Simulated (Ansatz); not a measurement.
Base system: NbAs in the CsCl type structure (space group Pm-3m, No. 221; a = 3.218 Å; a hypothetical phase, not in the database extracts checked; relaxed with 0.1 eV smearing).

(Cell as relaxed with PBE.)

Levels (all Ansatz, a program for electronic structure, PAW): PBE (420 eV, no spin-orbit coupling); PBEsol (420 eV, no spin-orbit coupling).

Each level relaxes its own structure.

| base | PBE | PBEsol |
|---|---|---|
| volume per atom | 16.66 Å³ | 16.09 Å³ |
| lattice parameter a | 6.081 bohr | 6.011 bohr |
| band gap | zero | zero |

Now apply this change: an isotropic linear strain of −3.84 %, atoms relaxed at fixed cell.

| quantity | PBE | PBEsol |
|---|---|---|
| energy relative to the base (free energy F) | +131 meV/atom | ___ |
| pressure | 25.3 GPa | ___ |
| band gap | zero | ___ |

Predict the PBEsol column.


- energy relative to the base (free energy F), PBEsol: +139 meV/atom
- pressure, PBEsol: 27.8 GPa
- band gap, PBEsol: zero

PBE's energy relative to the base lies 8.0 meV/atom below PBEsol's; PBE's pressure lies 2.5 GPa below PBEsol's; the two agree on the band gap. Neither level is exact; PBEsol is the comparison here, not a measurement.

No phonon test of stability was made. All final runs are without spin polarisation.
